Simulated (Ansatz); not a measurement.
Worked example: self-consistent single point of CuAgO2 (Cm, 4 atoms in the cell) in Ansatz (a program for electronic structure).

Level of theory: PBEsol, harder PAW files (source: ansatz) made with PBE (plane waves; Ansatz).

```yaml
crystal:
  lattice:
    - [3.29558, -1.41972, 0.00000]
    - [3.29558, 1.41972, 0.00000]
    - [-2.38086, 0.00000, 5.55598]
  atoms:
    - { symbol: Cu, position: [0.50325, 0.50325, 0.50900] }
    - { symbol: Ag, position: [0.00000, 0.00000, 0.00000] }
    - { symbol: O, position: [0.87545, 0.87545, 0.28377] }
    - { symbol: O, position: [0.12455, 0.12455, 0.71623] }
```

Reference input (self-consistent single point, DFT, PBEsol, plane waves, default PAW files made with PBE): basis.ecutwfc = 420 eV; kpoints.mp_grid.grid = 9 9 4; hamiltonian.xc = pbesol; hamiltonian.pseudopotentials = {kind: paw} (the program's default PAW files); scf.occupations.method = gaussian; scf.occupations.width = 0.1 eV. This run's input differs from it in these lines:

Ansatz 0.2 input:
```diff
@@ -12,3 +12,3 @@
 basis:
-  ecutwfc: 420.0
+  ecutwfc: 930.0
 kpoints:
@@ -17,3 +17,3 @@
   xc: pbesol
-  pseudopotentials: { kind: paw }
+  pseudopotentials: { kind: paw, source: ansatz }
 scf:
```

Output (repeated stretches shortened):

```
SCF iter   1: F=—  HF=-15244.335470 eV  |F-HF|=—  |Δ(HF+E_count)|=         —  Δρ=1.26e-1  dr2=7.66e0  ethr=3.10e-3  ⟨swp⟩=6.0  Hψ=10963  notcnv=0
all-band conjugate gradients solve this SCF's bands
preconditioner: auto → Resta (q_TF=auto, 2.711 Å⁻¹)
SCF iter   2: F=—  HF=-15243.128454 eV  |F-HF|=—  |Δ(HF+E_count)|=    1.21e0  Δρ=3.87e-2  dr2=1.15e0  ethr=3.10e-3  ⟨swp⟩=3.1  Hψ=5712  notcnv=0  defer=89
   [... lines left out ...]
SCF iter   7: F=—  HF=-15242.877755 eV  |F-HF|=—  |Δ(HF+E_count)|=   1.71e-5  Δρ=1.61e-4  dr2=2.16e-5  ethr=4.52e-7  ⟨swp⟩=2.7  Hψ=4425  notcnv=0  defer=60
SCF iter   8: F=—  HF=-15242.877651 eV  |F-HF|=—  |Δ(HF+E_count)|=   1.05e-4  Δρ=8.73e-5  dr2=3.85e-6  ethr=4.32e-8  ⟨swp⟩=2.0  Hψ=4042  notcnv=0  defer=60
SCF iter   9: F=—  HF=-15242.877651 eV  |F-HF|=—  |Δ(HF+E_count)|=   1.64e-8  Δρ=1.94e-5  dr2=2.09e-7  ethr=7.70e-9  ⟨swp⟩=1.0  Hψ=2791  notcnv=0  defer=60
SCF iter  10: F=-15242.877651 eV  HF=-15242.877651 eV  |F-HF|=4.66e-8  |Δ(HF+E_count)|=   3.64e-8  Δρ=9.91e-6  dr2=4.41e-8  ethr=2.00e-10  ⟨swp⟩=8.4  Hψ=13269  notcnv=0
SCF 1 converged in 10 iterations: F = -15242.877651 eV  dr2 = 4.41e-8
Free energy (F): -15242.877651 eV
Internal energy: -15242.869082 eV  (E = F + TS)
E sigma→0 (E₀):  -15242.873367 eV
Entropy (-TS):   -0.008568 eV (-2.142 meV/atom)
Fermi energy:    10.629434 eV
--- Forces (eV/Å), atoms counted from 1 ---
  atom   1  Cu    -0.19552071     0.00000000    -1.19279949
  atom   2  Ag    -0.01345080     0.00000000     0.14969798
  atom   3  O      0.40260288     0.00000000     0.57717131
  atom   4  O     -0.19363279    -0.00000000     0.46593006
--- Stress (GPa, compression-positive) ---
       -5.721613       0.000000       1.421161
        0.000000      -8.609196       0.000000
        1.421194       0.000000      -9.286217
  P = ⅓ Tr σ = -7.8723 GPa (-78.723 kbar)
  The stress holds the Pulay correction. Without it, at fixed plane waves, as pw.x and ABINIT print it: P = -7.8848 GPa
```

The run converged in 10 iterations. Against the reference run the pressure stays at -7.87 GPa and the largest force moves little (1.203 to 1.209 eV/Å).

The starting cell comes from a database of computed structures (which also holds hypothetical and non-ambient phases and stackings), without a prior relaxation at this level. Its lattice was rescaled by up to half a per cent. One atom was moved a little off its site on purpose. Spin polarisation is off, so a magnetic state, if there is one, cannot be reached. Forces in this geometry exceed 1 eV/Å. Ansatz's pressure includes its estimate of the finite-basis (Pulay) stress. The run gives no clean gap (levels at the Fermi energy touch, overlap or are partly filled at this smearing), which alone does not show that the compound is a metal.
